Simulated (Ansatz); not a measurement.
## A self-consistent single point of MgTiF6 (R-3, 8 atoms in the cell) with Ansatz

Computed with LDA (PW92), default PAW files made with PBE (plane waves; Ansatz, a program for electronic structure).

This input was run:

Ansatz 0.2 input:
```yaml
crystal:
  lattice:
    - [2.616105, 1.510409, 4.457841]
    - [-2.616105, 1.510409, 4.457841]
    - [0.000000, -3.020817, 4.457841]
  atoms:
    - { symbol: Mg, position: [0.500000, 0.500000, 0.500000] }
    - { symbol: Ti, position: [0.000000, 0.000000, 0.000000] }
    - { symbol: F, position: [0.671620, 0.842457, 0.242250] }
    - { symbol: F, position: [0.328380, 0.157543, 0.757750] }
    - { symbol: F, position: [0.242250, 0.671620, 0.842457] }
    - { symbol: F, position: [0.757750, 0.328380, 0.157543] }
    - { symbol: F, position: [0.842457, 0.242250, 0.671620] }
    - { symbol: F, position: [0.157543, 0.757750, 0.328380] }
basis:
  ecutwfc: 420.0
kpoints:
  mp_grid: { grid: [6, 6, 6] }
hamiltonian:
  xc: lda
  pseudopotentials: { kind: paw }
scf:
  occupations: { method: fixed }
output:
  forces: true
  eigenvalues: true
  stress: true
```

Output (repeated stretches shortened):

```
WARN ansatz: RAYON_NUM_THREADS=1 ignored (pool sized by the plan → 1); use --threads N
Pseudopotentials: kind: paw
Pseudopotential: Mg, paw, valence charge 10
Pseudopotential: Ti, paw, valence charge 12
Pseudopotential: F, paw, valence charge 7
Crystal: 8 atoms, lattice volume = 105.688 Å³
Basis set: ecut = 420 eV, 2055 PW (Γ)
Bands: 40, of which v1, the nominal top of the filled ones, is band 32 counted from 1 (31 counted from 0)
Symmetry: 6 space group operations
Space group: R-3 (ITA 148), of the structure as read, at distance tolerance 4.7e-5 Å
k-points: 40 of 216
PAW frozen core: Mg, regenerated for the run's functional, and the local potential with it
PAW frozen core: Ti, regenerated for the run's functional, and the local potential with it
PAW frozen core: F, regenerated for the run's functional, and the local potential with it
Initial density: superposition of atomic densities (neutral atoms: chi_scale 0, normalization atom), corrected by the library's trained network
Initial wavefunctions: pseudopotential atomic-orbital guess
Eigensolver: davidson
Functional: x = slater, c = lda
SCF iter   1: F=—  HF=-9125.746578 eV  |F-HF|=—  |Δ(HF+E_count)|=         —  Δρ=2.16e-2  dr2=3.77e-1  ethr=1.77e-3  ⟨swp⟩=4.1  Hψ=5492  notcnv=0  defer=200
all-band conjugate gradients solve this SCF's bands
preconditioner: auto → Resta (q_TF=auto, 2.509 Å⁻¹)
SCF iter   2: F=—  HF=-9125.661983 eV  |F-HF|=—  |Δ(HF+E_count)|=   8.46e-2  Δρ=8.87e-3  dr2=6.36e-2  ethr=5.89e-4  ⟨swp⟩=2.0  Hψ=2832  notcnv=0  defer=200
SCF iter   3: F=—  HF=-9125.648198 eV  |F-HF|=—  |Δ(HF+E_count)|=   1.38e-2  Δρ=2.65e-3  dr2=5.61e-3  ethr=9.94e-5  ⟨swp⟩=2.8  Hψ=2710  notcnv=0  defer=208
SCF iter   4: F=—  HF=-9125.646582 eV  |F-HF|=—  |Δ(HF+E_count)|=   1.62e-3  Δρ=8.55e-4  dr2=5.11e-4  ethr=8.77e-6  ⟨swp⟩=2.3  Hψ=2492  notcnv=0  defer=236
SCF iter   5: F=—  HF=-9125.646486 eV  |F-HF|=—  |Δ(HF+E_count)|=   9.54e-5  Δρ=1.08e-4  dr2=8.83e-6  ethr=7.99e-7  ⟨swp⟩=3.0  Hψ=2728  notcnv=0  defer=122
SCF iter   6: F=—  HF=-9125.646489 eV  |F-HF|=—  |Δ(HF+E_count)|=   2.33e-6  Δρ=3.30e-5  dr2=9.49e-7  ethr=1.38e-8  ⟨swp⟩=2.0  Hψ=1783  notcnv=0  defer=103
SCF iter   7: F=-9125.646490 eV  HF=-9125.646490 eV  |F-HF|=4.13e-8  |Δ(HF+E_count)|=   9.92e-7  Δρ=6.27e-6  dr2=3.97e-8  ethr=1.56e-10  ⟨swp⟩=10.4  Hψ=8599  notcnv=0
SCF 1 converged in 7 iterations: F = -9125.646490 eV  dr2 = 3.97e-8
SCF converged after 7 iterations
Free energy (F): -9125.646490 eV
Harris-Foulkes:  -9125.646490 eV  (|F-HF|=4.13e-8)
Internal energy: -9125.646490 eV  (E = F + TS)
E sigma→0 (E₀):  -9125.646490 eV
Fermi energy:    -0.032543 eV
--- Per-component energies (eV) ---
  E_band       = -952.968155
  E_kinetic    = 1576.121298
  E_local      = -7015.531063  (includes V_loc(G=0)·N_el)
  E_nonlocal   = 554.677673
  E_hartree    = 2645.683953
  E_xc         = -592.335581
  E_vxc        = -763.459826  (∫ρ·V_xc dr)
  E_paw        = -2391.458258  (= ΣΔE_a)
  E_vpaw       = -596.151041  (= ΣTr[D̂ρ^β])
  E_aug_tail   = 0.012118  (compensation charges beyond the density's cutoff)
  E_ewald      = -3903.972571
  E_core_change = 1.155940  (= ΣΔE_core)
  E_smearing   = -0.000000  (= −TS)
  E_closure    = 0.000000  (closes the sum)
  Σ components = -9125.646490   (vs F -9125.646490, Δ=0.00e0)
--- Forces (eV/Å), atoms counted from 1 ---
  atom   1  Mg     0.00000000     0.00000000     0.00000000
  atom   2  Ti     0.00000000    -0.00000000     0.00000000
  atom   3  F      0.19609454     0.28824481     0.23107735
  atom   4  F     -0.19609454    -0.28824481    -0.23107735
  atom   5  F     -0.34767459     0.02570046     0.23107735
  atom   6  F      0.34767459    -0.02570046    -0.23107735
  atom   7  F      0.15158005    -0.31394524     0.23107737
  atom   8  F     -0.15158005     0.31394524    -0.23107737
  max |Σ_I F_I| component: 2.78e-17 eV/Å
--- Stress (GPa, compression-positive) ---
       -5.237480       0.000000      -0.000000
       -0.000000      -5.237480      -0.000000
        0.000000      -0.000000      -5.343000
  P = ⅓ Tr σ = -5.2727 GPa (-52.727 kbar)
  The stress holds the Pulay correction. Without it, at fixed plane waves, as pw.x and ABINIT print it: P = -6.2290 GPa
--- Band table (eV; the first three rows and the last of 40) ---
  k-point 0: bands = ["-69.7811", "-54.8502", "-37.2282", "-37.2282", "-37.2270", "-31.4900", "-31.4900", "-31.4826", "-20.1118", "-19.4949", "-19.4949", "-19.1902", "-19.1798", "-19.1798", "-3.8393", "-3.0150", "-3.0150", "-2.7068", "-2.6092", [...]
  k-point 1: bands = ["-69.7811", "-54.8502", "-37.2282", "-37.2282", "-37.2270", "-31.4904", "-31.4900", "-31.4827", "-20.0601", "-19.5137", "-19.5050", "-19.2374", "-19.1757", "-19.1648", "-3.7388", "-3.1321", "-3.0909", "-2.6981", "-2.6392", [...]
  k-point 2: bands = ["-69.7811", "-54.8502", "-37.2282", "-37.2282", "-37.2270", "-31.4913", "-31.4902", "-31.4828", "-19.9268", "-19.5462", "-19.5235", "-19.3804", "-19.1567", "-19.1340", "-3.4842", "-3.3148", "-3.2141", "-2.8488", "-2.4322", [...]
  k-point 39: bands = ["-69.7811", "-54.8502", "-37.2282", "-37.2282", "-37.2271", "-31.4902", "-31.4902", "-31.4843", "-19.8283", "-19.5416", "-19.5416", "-19.5014", "-19.1308", "-19.1308", "-3.3749", "-3.3749", "-3.0807", "-2.9324", "-2.1876", [...]
```

The run converged in 7 iterations.

The starting cell comes from a database of computed structures (which also holds hypothetical and non-ambient phases and stackings), without a prior relaxation at this level. Its lattice was rescaled by up to half a per cent. With a pressure of about -5 GPa the cell is away from its equilibrium volume at this level. Ansatz's pressure includes its estimate of the finite-basis (Pulay) stress. Without the estimate this run gives -6.23 GPa.
